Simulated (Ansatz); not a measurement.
**Au: response to strain**

Consider Au in the fcc (Cu type) structure (space group Fm-3m, No. 225; a = 4.048 Å; relaxed with 0.1 eV smearing). Axes: x, y, z lie along the cube axes.

Strains are applied to the cell and any free atomic positions relax.

Method: LDA in Ansatz (plane waves to 420 eV, PAW, without spin-orbit coupling).

Notes on the quantities. energy relative to the base: free energy F.

```json
[
 {"change": "base", "volume per atom": "16.58 Å³", "energy relative to the base": "0 meV/atom"},
 {"change": "tensor shear ε_xy = +2.00 %", "volume per atom": "16.57 Å³", "energy relative to the base": "+3.1 meV/atom"},
 {"change": "tensor shear ε_xy = +0.86 %", "volume per atom": "16.58 Å³", "energy relative to the base": "+0.6 meV/atom"},
 {"change": "tensor shear ε_xy = +0.29 %", "volume per atom": "16.58 Å³", "energy relative to the base": "+0.1 meV/atom"},
 {"change": "tensor shear ε_xy = +1.14 %", "volume per atom": "16.58 Å³", "energy relative to the base": "+1.1 meV/atom"},
 {"change": "tensor shear ε_xy = +1.71 %", "volume per atom": "16.57 Å³", "energy relative to the base": "+2.3 meV/atom"},
 {"change": "tensor shear ε_xy = +0.57 %", "volume per atom": "16.58 Å³", "energy relative to the base": "+0.3 meV/atom"},
 {"change": "tensor shear ε_xy = +1.43 %", "volume per atom": "16.58 Å³", "energy relative to the base": "+1.6 meV/atom"}
]
```

Stability against distortions was not tested.

Ansatz is a quantum-chemistry and plane-wave program.
